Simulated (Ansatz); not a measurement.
Base system: a 12-atom supercell of WS2 in the 2H-MoS2 type structure (space group P6_3/mmc, No. 194; a = 3.154 Å, c = 12.137 Å; layered, stacked along the Cartesian z axis) at its relaxed geometry.

Computed with Ansatz (a first-principles code), PBE-D3(BJ), PAW, cutoff 420 eV, no spin-orbit coupling.

Before the change:

The pressure is 0.0 GPa and the mean distance from the defect site to its nearest host atoms comes out as 2.41 Å.

Perturbation: one W atom is replaced by Re, atoms relaxed at fixed cell, starting from a slightly rattled geometry.

Tabulated Pauling electronegativity and covalent radius: W 2.36, 1.62 Å; Re 1.90, 1.51 Å.

Problem. Estimate the effect on the pressure, mean distance from the defect site to its nearest host atoms and largest displacement of a host atom from its site in the perfect cell.

Solution. The pressure goes from zero to -0.4 GPa; the mean distance from the defect site to its nearest host atoms shrinks by 0.02 Å (2.41 Å → 2.39 Å); the largest displacement of a host atom from its site in the perfect cell is 0.10 Å.

Other magnetic orders, which the real material may have, were not ruled out. In so small a cell the defect repeats every few ångströms: this is an ordered compound, not a dilute defect. The mesh was chosen for an insulator and is coarse for the gapless case. Seeded moments were not kept for Re on a W site. The defect cell is spin-polarised and ends with 0.0 μB.
